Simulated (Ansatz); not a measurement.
The reference is MgO in the rock salt structure (space group Fm-3m, No. 225; a = 4.2141 Å).

Calculations: PBEsol/PAW in Ansatz (a first-principles code), scalar-relativistic without spin-orbit coupling.

Strains are applied to the cell and any free atomic positions relax.

One change was made to it. Results:

```csv
quantity,base,after
width of the top valence band,1.79 eV,1.73 eV
"hole mass (degenerate bands, along [100])","0.38, 2.1, 2.1 mₑ (at Γ)","0.37, 2.1, 2.1 mₑ (at Γ)"
electron mass,0.34 mₑ (at Γ),0.33 mₑ (at Γ)
energy relative to the base (free energy F),0 meV/atom,+4.0 meV/atom
```

Problem. Which of these changes matches the shifts?
A) isotropic strain −2.50 %
B) isotropic strain +1.00 %
C) isotropic strain +3.00 %
D) isotropic strain −0.50 %

Solution. B, isotropic strain +1.00 %. For comparison, the electron mass in the other runs: isotropic strain +3.00 % gives 0.31 mₑ (at Γ); isotropic strain −2.50 % gives 0.37 mₑ (at Γ); isotropic strain −0.50 % gives 0.35 mₑ (at Γ).

The levels and masses belong to the bands next to the band gap. Effective masses come from finite differences of ±0.01 Å⁻¹. No phonon test of stability was made.
